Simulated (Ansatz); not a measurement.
CdS (P6_3mc), PBE with spin-orbit coupling, rigid bands (Ansatz, a program for electronic structure): N_v = 4.68e19 cm⁻³ at 300 K and a hole conductivity mass of 1.19 mₑ along y (a = (4.12, 0.00, 0.00) Å; b = (-2.06, 3.57, 0.00) Å; c = (0.00, 0.00, 6.71) Å).

For 1e16 holes per cm³ at 300 K, place the Fermi level, estimate the Seebeck coefficient of a parabolic band with constant τ, and give mobility and conductivity for τ = 5 fs.

The level lies k_BT ln(N_v/p) = 0.218 eV above the valence-band maximum. S ≈ +(k_B/e)[ln(N_v/p) + 5/2] = 944 μV/K, against 975 μV/K from the full bands (mean over directions). μ = eτ/m = 7.39 cm²/(V·s) and σ = peμ = 0.0118 S/cm. τ is assumed, not computed.

Band transport and this doping are assumed; polarons and phonon drag are left out. Geometry: cell and atoms relaxed with PBEsol.
